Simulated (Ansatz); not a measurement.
An Ansatz (a first-principles code) run: Pt with a change (pressure 75 GPa); Ansatz, PBEsol, PAW, cutoff 420 eV, without spin-orbit coupling.

Input:

Ansatz 0.2 input:
```yaml
crystal:
  lattice:
    - [0, 1.8792209407, 1.8792209407]
    - [1.8792209407, 0, 1.8792209407]
    - [1.8792209407, 1.8792209407, 0]
  atoms:
    - { symbol: Pt, position: [0, 0, 0] }
basis: { ecutwfc: 420, ecutrho_ratio: 4, xc_grid: 2, fft_grid_basis: typed }
kpoints: { mp_grid: { grid: [20, 20, 20] } }
hamiltonian:
  xc: pbesol
  dispersion: none
  pseudopotentials: { kind: paw }
scf: { occupations: { method: fermi_dirac, width: 0.05 } }
relax: { f_tol: 0.01, max_steps: 60, cell: { stress_tol: 0.02, p_target: 75.0 } }
output: { forces: true, stress: true }
checkpoint: { write: state.ck, write_every: 1000 }
```

Output (explanatory and most iteration lines left out):

```
Relaxation: its limit of steps is 60 (relax.max_steps)
Pseudopotential: Pt, paw, valence charge 18
Crystal: 1 atoms, lattice volume = 13.273 Å³
Basis set: ecut = 420 eV, 259 PW (Γ), exchange–correlation on 36×36×36 points (8 copies of the dense FFT grid, shifted against one another)
Bands: 13, of which v1, the nominal top of the filled ones, is band 9 counted from 1 (8 counted from 0)
Symmetry: 48 space group operations
Space group: Fm-3m (ITA 225), of the structure as read, at distance tolerance 2.4e-5 Å
k-points: 256 of 8000
Functional: x = pbesol(κ = 0.804, μ = 0.12345679012345678), c = pbesol(β = 0.046)
SCF iter   1: F=—  HF=-12383.587369 eV  |F-HF|=—  |Δ(HF+E_count)|=         —  Δρ=6.30e-3  dr2=3.62e-3  ethr=1.77e-3  ⟨swp⟩=5.3  Hψ=18625  notcnv=0
SCF iter   2: F=—  HF=-12383.585874 eV  |F-HF|=—  |Δ(HF+E_count)|=   1.49e-3  Δρ=1.98e-3  dr2=1.11e-4  ethr=2.01e-5  ⟨swp⟩=2.6  Hψ=7432  notcnv=0
SCF 1 converged in 6 iterations: F = -12383.585899 eV  dr2 = 1.73e-11
relax step   1: F+E_penalty+E_count = -12383.58589877 eV  Δ(F+E_penalty+E_count) = +0.000e0 eV  max|allowed force component| = 0.000e0 eV/Å  Δτ_max = 0.0000 Å  P = +50.000 GPa  Ω = 13.273 Å³  (6 SCF iters, dr2 threshold 1.00e-7 eV, accepted)
[... steps on the carried basis left out ...]
relax step   8: F+E_penalty+E_count = -12383.37110249 eV  Δ(F+E_penalty+E_count) = +0.000e0 eV  max|allowed force component| = 0.000e0 eV/Å  Δτ_max = 0.0000 Å  P = +75.000 GPa  Ω = 12.718 Å³  stress off target by 7.83e-5 GPa  SCF on the basis re-selected at this cell (its energy is not comparable with the rows above)  (4 SCF iters)
SCF converged after 4 iterations
Free energy (F): -12383.371102 eV
Internal energy: -12383.360580 eV  (E = F + TS)
E sigma→0 (E₀):  -12383.365841 eV
Entropy (-TS):   -0.010522 eV (-10.522 meV/atom)
Fermi energy:    29.035679 eV
--- Forces (eV/Å), atoms counted from 1 ---
  atom   1  Pt    -0.00000000     0.00000000    -0.00000000
--- Stress (GPa, compression-positive) ---
       75.000078      -0.000000      -0.000000
        0.000000      75.000078       0.000000
       -0.000000       0.000000      75.000078
  P = ⅓ Tr σ = 75.0001 GPa (750.001 kbar)
--- Relaxed structure (6 steps of the walk, 5 accepted, 2 SCFs on fresh bases) ---
  cell:  # Å, volume = 12.7179 Å³
    - [4.741085526083416e-34, 1.8526579482989343, 1.8526579482989343]
    - [1.8526579482989343, 1.5445335676213775e-34, 1.8526579482989343]
    - [1.8526579482989343, 1.8526579482989343, -6.488637823140477e-35]
  atoms:
    - { symbol: Pt, position: [0.0, 0.0, 0.0] }
```

Load acts through the strain it causes; cell and atoms are relaxed under it. No phonon test of stability was made. No other phases were tried under pressure. The final runs are not spin-polarised. The cell was made from Pt in the fcc (Cu type) structure (space group Fm-3m, No. 225) by this change: pressure 75 GPa.
